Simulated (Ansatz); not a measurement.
A calculation on wurtzite BN (high-pressure phase) returned lattice constant a 2.544 Å, lattice parameter c 4.208 Å, cohesive energy 6.79 eV/atom.

For reference: lattice constant a 2.55 Å (measured, temperature not stated, not corrected to a static lattice; as tabulated in Doll et al. (2008), arXiv:0810.5476); lattice parameter c 4.2 Å (measured, temperature not stated, not corrected to a static lattice; as tabulated in Doll et al. (2008), arXiv:0810.5476).

Question: Which level of theory produced these numbers?
A) r²SCAN0 (Ansatz (a first-principles code))
B) r²SCAN (Ansatz)
C) Hartree–Fock (Ansatz)
D) LDA (Ansatz)

Answer: B, r²SCAN (Ansatz)

The others give: LDA 2.523 Å, 4.175 Å, 8.03 eV/atom; Hartree–Fock 2.538 Å, 4.192 Å, 4.70 eV/atom; r²SCAN0 2.530 Å, 4.184 Å, 6.68 eV/atom.

Unless a cell is named, each level is at its own relaxed cell (Hartree–Fock 5.84, LDA 5.76, r²SCAN 5.90, r²SCAN0 5.80 Å³/atom).

Ansatz's density-functional and Hartree–Fock values are scalar-relativistic unless marked +SOC, with PAW data made under PBE.
